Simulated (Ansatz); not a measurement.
Cubic perovskite CsHgBr3 (idealised or unconfirmed structure), treated with rVV10 (plane waves, PAW; Ansatz, a first-principles code).

Run with plane-wave cutoff 520 eV, 10×10×10 k mesh, Fermi–Dirac smearing 0.05 eV, scalar-relativistic PAW data made under PBE.

The volume scan:

```tsv
V (Å³/atom)	E − E_lowest (meV/atom)	P (GPa)
33.537	13.12	2.056
34.251	5.68	1.297
34.964	1.44	0.625
35.678	0.00	0.031
36.391	1.05	-0.493
37.105	4.30	-0.956
37.819	9.49	-1.364
```

Problem. Estimate the bulk modulus from the pressures at 34.964 and 36.391 Å³/atom, and compare it with a fit to all energies.

Solution. B = −V dP/dV. Between V = 34.964 and 36.391 Å³/atom, dP/dV = (-0.493 − (0.625))/(36.391 − 34.964) = -0.783 GPa per Å³/atom; at the midpoint 35.677 Å³/atom this gives B ≈ 28.0 GPa. The third-order Birch–Murnaghan fit gives V0 = 35.718 Å³/atom, B0 = 27.7 GPa, B′ = 5.2, which lies within 1 % of that estimate.

Note: the relaxation could not lower the start's symmetry, so the cell can be a saddle point above a distorted one.

Spin–orbit coupling is not included; it can open a gap where bands touch, and shift volumes and moduli.

Static lattice: no zero-point or thermal effects.
